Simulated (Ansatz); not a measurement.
Reference: TlBr (Pm-3m), PBEsol+D3BJ with spin-orbit coupling, rigid bands (plane waves, PAW; Ansatz, a quantum-chemistry and plane-wave program); axes and stresses refer to this cell.

```xyz
2
Lattice="3.8423 0.0000 0.0000 0.0000 3.8423 0.0000 0.0000 0.0000 3.8423" Properties=species:S:1:pos:R:3 pbc="T T T"
Tl     0.0000     0.0000     0.0000
Br     1.9212     1.9212     1.9212
```

* **Seebeck coefficient, n-type 1e19 cm⁻³**: -142 μV/K
* **hole conductivity mass**: 0.29 mₑ
* **electron conductivity mass**: 0.27 mₑ

Task: Change: uniaxial stress along [111] of 1 GPa (compression positive). What happens to Seebeck coefficient, n-type 1e19 cm⁻³, hole conductivity mass, electron conductivity mass?

Result: Seebeck coefficient, n-type 1e19 cm⁻³ moves little, to -141 μV/K; hole conductivity mass drops to 0.28 mₑ; electron conductivity mass moves little, to 0.27 mₑ.

Task: Change: uniaxial stress along [111] of 2 GPa (compression positive). What happens to Seebeck coefficient, n-type 1e19 cm⁻³, hole conductivity mass, electron conductivity mass?

Result: Seebeck coefficient, n-type 1e19 cm⁻³ moves little, to -140 μV/K; hole conductivity mass decreases to 0.27 mₑ; electron conductivity mass moves little, to 0.26 mₑ.

Masses are for dilute carriers at 300 K, harmonic means over directions unless an axis is named. Seebeck coefficients are for the stated density at 300 K, with one relaxation time for all states and whether or not that doping can be reached. Stresses and pressures are the targets of the relaxation.  The structure type is held under load, also where the real crystal would transform.

PBEsol with a dispersion correction tends to overbind, so the cell can be several per cent short, in bad cases over ten, which usually narrows a gap: TlBr (Pm-3m).
